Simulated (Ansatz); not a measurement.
## A computed series for Nb: response to strain

The reference is Nb in the bcc (W type) structure (space group Im-3m, No. 229; a = 3.3045 Å; relaxed with 0.1 eV smearing).

Strains are applied to the cell and any free atomic positions relax.

The values are results of r2SCAN (Ansatz, a program for electronic structure, PAW, no SOC), not measurements.

Notes on the quantities. energy relative to the base: free energy F.

```json
[
 {"variant": "base", "volume per atom": "18.04 Å³", "energy relative to the base": "0 meV/atom", "pressure": "0.0 GPa"},
 {"variant": "isotropic strain −3.00 %", "volume per atom": "16.47 Å³", "energy relative to the base": "+86 meV/atom", "pressure": "18.6 GPa"},
 {"variant": "isotropic strain −2.50 %", "volume per atom": "16.72 Å³", "energy relative to the base": "+59 meV/atom", "pressure": "15.1 GPa"},
 {"variant": "isotropic strain −2.00 %", "volume per atom": "16.98 Å³", "energy relative to the base": "(withheld)", "pressure": "11.7 GPa"},
 {"variant": "isotropic strain −1.50 %", "volume per atom": "17.24 Å³", "energy relative to the base": "(withheld)", "pressure": "8.5 GPa"},
 {"variant": "isotropic strain −1.00 %", "volume per atom": "17.51 Å³", "energy relative to the base": "(withheld)", "pressure": "5.5 GPa"},
 {"variant": "isotropic strain −0.50 %", "volume per atom": "17.77 Å³", "energy relative to the base": "(withheld)", "pressure": "2.7 GPa"}
]
```

Question: Some entries are withheld; estimate them.

Answer: 
- isotropic strain −2.00 %, energy relative to the base: +37 meV/atom
- isotropic strain −1.50 %, energy relative to the base: +21 meV/atom
- isotropic strain −1.00 %, energy relative to the base: +9.0 meV/atom
- isotropic strain −0.50 %, energy relative to the base: +2.2 meV/atom

No phonon test of stability was made. The final runs are not spin-polarised.
